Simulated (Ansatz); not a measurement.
We consider InS (Pnnm, No. 58, 8 atoms in the cell; start mp-630528), described by HSE06 (Ansatz, a quantum-chemistry and plane-wave program, PAW).

Run with plane-wave cutoff 460 eV, 8×2×8 k mesh (along the axes of the cell as run), Fermi–Dirac smearing 0.01 eV, scalar-relativistic PAW data made under PBE.

Cell (relaxed with PBEsol):

```yaml
crystal:
  lattice:
    - [3.94918, 0.00000, -0.07657]
    - [0.00000, 10.68131, 0.00000]
    - [-3.86404, 0.00000, 4.45352]
  atoms:
    - { symbol: In, position: [0.12003, 0.12010, 0.12004] }
    - { symbol: In, position: [0.87997, 0.87990, 0.87996] }
    - { symbol: In, position: [0.87997, 0.62010, 0.37996] }
    - { symbol: In, position: [0.12003, 0.37990, 0.62004] }
    - { symbol: S, position: [0.01027, 0.65040, 0.01024] }
    - { symbol: S, position: [0.98973, 0.34960, 0.98976] }
    - { symbol: S, position: [0.98973, 0.15040, 0.48976] }
    - { symbol: S, position: [0.01027, 0.84960, 0.51024] }
```

Task: Predict the band gap, smallest direct gap on the k points sampled and direct gap at Γ.

Result: 
- band gap = 1.63 eV
- smallest direct gap on the k points sampled = 2.31 eV
- direct gap at Γ = 2.72 eV

Note: cell and atoms aren't relaxed at this level (pressure 1.2 GPa).

Spin–orbit coupling is not included.

Computed values are for the static lattice.

Cost on a shared machine: about 29 core-minutes (a rough figure).

A start named mp-… is a Materials Project structure, which need not be a measured phase.
